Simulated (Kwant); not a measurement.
Model system: quantum point contact (saddle potential) in a GaN two-dimensional gas. Effective mass 0.22 mₑ, grid spacing 1.3 nm, hard walls, nominal width 40 nm (31 grid rows, so walls 41.6 nm apart), one parabolic valley, scattering region 120 nm long along x; energies count from the band bottom; Fermi energy 0.0219 eV. Potential (V0 + ½k y²) cos²(πx/L) for |x| < L/2, with V0 swept from 0.022995 to 0 eV, k = 0.00055 eV/nm², L = 62 nm. Perpendicular field 4.7 T, also in the leads; orbital effect alone.

The device is made up for the run: typed textbook-type constants, with dimensions and the other settings drawn at random.

Model: effective-mass tight-binding model on a square grid, one spin, coherent transport at 0 K (Kwant). Conductance is in e²/h.

Sweep values stay those of the base run.

The length of the gated region was swept, all else fixed.

| length of the gated region (nm) | G (e²/h) at V0 = 5.999 meV | mean G (e²/h) over the sweep | G (e²/h) at V0 = 17.33 meV | G (e²/h) at V0 = 11.66 meV |
|---|---|---|---|---|
| 16 | 1.22 | 0.85 | 0.42 | 0.84 |
| 31 | 1.05 | 0.75 | 0.24 | 0.90 |
| 43 | 1.02 | 0.73 | 0.16 | 0.94 |
| 62 | 1.00 | 0.71 | 0.076 | 0.98 |
| 81 | 1.00 | 0.70 | ___ | 0.99 |

### Question
Fill in the missing entries.

### Answer

- 81, G (e²/h) at V0 = 17.33 meV: 0.036
